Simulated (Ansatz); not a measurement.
Ga2O3: pressure 15 GPa

Start from Ga₂O₃ in the corundum structure (space group R-3c, No. 167; a = 4.985 Å, c = 13.441 Å (hexagonal axes)).

The change: a hydrostatic pressure of 15 GPa.

Calculations: r2SCAN, PAW, 500 eV (Ansatz, an electronic-structure program; spin-orbit coupling left out), earlier PAW set. Settings: 8×8×8 k-points, 0.05 eV Fermi–Dirac smearing.

| quantity | base | changed | shift |
|---|---|---|---|
| volume per atom | 9.64 Å³ | 9.11 Å³ | -0.53 Å³ |
| density | 6.46 g/cm³ | 6.83 g/cm³ | +0.377 g/cm³ |
| lattice parameter a | 9.419 bohr | 9.263 bohr | -0.156 bohr |
| c/a ratio | 2.697 | 2.679 | -0.018 |
| shortest interatomic distance | 3.638 bohr | 3.571 bohr | -0.067 bohr |
| enthalpy H = E + PV relative to the base's energy | – | +0.88 eV/atom | – |
| band gap | 3.57 eV | 4.21 eV | +0.64 eV |
| gap character | indirect, Γ–S₀ (50 % along) → Γ | indirect, Γ–S₀ (50 % along) → Γ | – |
| smallest direct gap | 3.82 eV | 4.50 eV | +0.685 eV |
| mean gap deformation potential ΔEg/Δln V | – | -11.3 eV | – |

Final structure:

```
Ga2O3
1.0
    2.45099     1.41508     4.37692
   -2.45099     1.41508     4.37692
    0.00000    -2.83016     4.37692
Ga O
4 6
Direct
  0.35570   0.35570   0.35570
  0.14430   0.14430   0.14430
  0.64430   0.64430   0.64430
  0.85570   0.85570   0.85570
  0.55355   0.94645   0.25000
  0.25000   0.55355   0.94645
  0.94645   0.25000   0.55355
  0.44645   0.05355   0.75000
  0.75000   0.44645   0.05355
  0.05355   0.75000   0.44645
```

Cost of the whole job for the changed cell (relaxation, final SCF and bands): roughly 5 core-minutes.

Load acts through the strain it causes; cell and atoms are relaxed under it. No phonon test of stability was made. Competing high-pressure phases were not computed.
